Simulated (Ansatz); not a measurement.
System: L1₂ (Cu3Au-type) Ni3Si. Method: PBE in Ansatz (plane waves, PAW).

Run with plane-wave cutoff 520 eV, 18×18×18 k mesh, Fermi–Dirac smearing 0.021 eV (set by the program), no spin polarisation, scalar-relativistic PAW data made under PBE.

Computed at the level's own relaxed cell.

```
Ni3Si
1.0
    3.50628     0.00000     0.00000
    0.00000     3.50628     0.00000
    0.00000     0.00000     3.50628
Si Ni
1 3
Direct
  0.00000   0.00000   0.00000
  0.00000   0.50000   0.50000
  0.50000   0.00000   0.50000
  0.50000   0.50000   0.00000
```

### Question
Give the elastic tensor (Voigt notation, GPa, ions relaxed, in the Cartesian axes of the cell as printed).

### Answer

```
  312.4   164.1   164.1     0.0     0.0     0.0
  164.1   312.4   164.1     0.0     0.0     0.0
  164.1   164.1   312.4     0.0     0.0     0.0
    0.0     0.0     0.0   130.6     0.0     0.0
    0.0     0.0     0.0     0.0   130.6     0.0
    0.0     0.0     0.0     0.0     0.0   130.6
```

Computed values are for the static lattice.

Ansatz is a quantum-chemistry and plane-wave program.
